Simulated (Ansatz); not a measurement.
Take Cu$_{3}$SbSe$_{4}$ (space group I-42m, No. 121; a = 5.6272 Å, c = 11.1837 Å) as the base. Axes: x, y, z lie along a, b, c of the conventional cell.

The values are results of Ansatz (an electronic-structure program) PBEsol, without spin-orbit coupling, not measurements.

Before the change:

| Property | Value |
|---|---|
| Shortest interatomic distance | 2.373 Å |
| Pressure | 0.0 GPa |
| Band gap | zero |

Perturbation: uniaxial strain ε_xx = −1.50 %, all other strain components held at zero; the atoms relax in the strained cell.

### Question
What happens to the shortest interatomic distance, energy relative to the base, pressure and band gap?

### Answer
The shortest interatomic distance falls by 0.013 Å to 2.360 Å; the energy grows by 1.4 meV/atom; the pressure (mean of the normal stresses, compression positive) goes from zero to 1.1 GPa; the band gap is still zero.

Without a gap, meshes like the base's 12×12×12 leave anisotropic stresses uncertain by several tenths of a GPa, and small strain energies with them. Whether these cells are dynamically stable was not tested. The final runs are not spin-polarised.
